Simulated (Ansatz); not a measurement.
# Cu under a change: pressure −1 GPa

Start from Cu in the fcc (Cu type) structure (space group Fm-3m, No. 225; a = 3.564 Å).

The change: a negative pressure, −1 GPa.

Calculations: PBEsol (Ansatz, a first-principles code; PAW; 420 eV plane waves; no SOC). k-mesh 22×22×22 (Γ-centred); smearing 0.05 eV (Fermi–Dirac).

| quantity | base | changed | shift |
|---|---|---|---|
| volume per atom | 11.32 Å³ | 11.38 Å³ | +0.068 Å³ |
| lattice parameter a | 3.564 Å | 3.571 Å | +0.007 Å |
| shortest interatomic distance | 2.520 Å | 2.525 Å | +0.005 Å |
| enthalpy H = E + PV relative to the base's energy | – | -0.07 eV/atom | – |
| band gap | zero | zero | – |

Load acts through the strain it causes; cell and atoms are relaxed under it. Whether these cells are dynamically stable was not tested. The final runs are not spin-polarised.
